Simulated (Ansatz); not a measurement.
Hypothetical cubic perovskite TlPbCl3 under a change: Tl → B

Start from TlPbCl3 in the cubic perovskite structure (space group Pm-3m, No. 221; a = 5.688 Å; a hypothetical phase, not in the database extracts checked).

One thing is altered: full substitution Tl → B, then cell and atoms are relaxed.

The values are results of PBE (Ansatz, an electronic-structure program, PAW, no spin-orbit coupling), not measurements. Settings: 9×9×9 k-points, 0.05 eV Fermi–Dirac smearing, for the changed cell.

The volume per atom shrinks by 1.61 Å³, from 36.80 Å³ to 35.19 Å³ and the density shrinks by 1.61 g/cm³ (4.67 g/cm³ → 3.06 g/cm³). The lattice parameter a shrinks by 0.084 Å, from 5.688 Å to 5.604 Å and the space group remains Pm-3m (No. 221). The shortest interatomic distance falls by 0.042 Å to 2.802 Å and the band gap goes from 1.94 eV to zero.

With Pb and Tl present, leaving out spin-orbit coupling can change the band edges. Stability against distortions was not tested. As relaxed here, PbBCl3 is a hypothetical phase, not in the database extracts checked. All final runs are without spin polarisation. Many cubic perovskites are stable only at high temperature; tilts and polar distortions were not tested.
